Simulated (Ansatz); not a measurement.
**How the lattice parameter c of SrAlO2F (model structure, started from the SrVO2H type, P4/mmm, No. 123, 5 atoms in the cell) moves with the method**

No measured value is used here.

| level (code) | value (Å) |
|---|---|
| LDA (Ansatz) | 3.760 |
| PBEsol (Ansatz) | 3.813 |
| r²SCAN (Ansatz) | 3.820 |

Cutoffs differ between the levels. Ansatz's density-functional and Hartree–Fock values are scalar-relativistic unless marked +SOC, with PAW data made under PBE.

A model structure was made by putting elements into a prototype or built by hand; it is no filed structure, need not be a known phase, and can be a saddle point held by its symmetry.

Ansatz is a first-principles code.
